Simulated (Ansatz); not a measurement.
## A computed series for MgBr2: element substitutions

Start from MgBr2 in the CdI2 type structure (space group P-3m1, No. 164; a model cell; layered, stacked along the Cartesian z axis).

```yaml
crystal:
  lattice:
    - [3.76729, 0.00000, 0.00000]
    - [-1.88365, 3.26257, 0.00000]
    - [0.00000, 0.00000, 6.05887]
  atoms:
    - { symbol: Mg, position: [0.00000, 0.00000, 0.00000] }
    - { symbol: Br, position: [0.33333, 0.66667, 0.24855] }
    - { symbol: Br, position: [0.66667, 0.33333, 0.75145] }
```

Each row replaces one element on all its sites; cell and atoms are relaxed.

Calculations: Ansatz (a program for electronic structure), PBEsol-D3(BJ), PAW, cutoff 420 eV, spin-orbit coupling left out.

```
variant  band gap  c/a ratio  lattice parameter a  width of the top valence band
-------  --------  ---------  -------------------  -----------------------------
base      4.26 eV      1.608              3.767 Å                        1.47 eV
Mg → Be   4.16 eV      1.721              3.422 Å                        1.65 eV
Br → C    0.19 eV      1.545              2.621 Å                        5.61 eV
Mg → Si   1.42 eV      1.576              3.845 Å                        1.36 eV
```

No phonon test of stability was made. As relaxed here, BeBr2, MgC2 and SiBr2 are hypothetical phases, not in the database extracts checked. The program warned that a D3 coordination switch lies within reach, so dispersion energies are less smooth here. The zero or small gap of MgC2 can change with the level of theory.
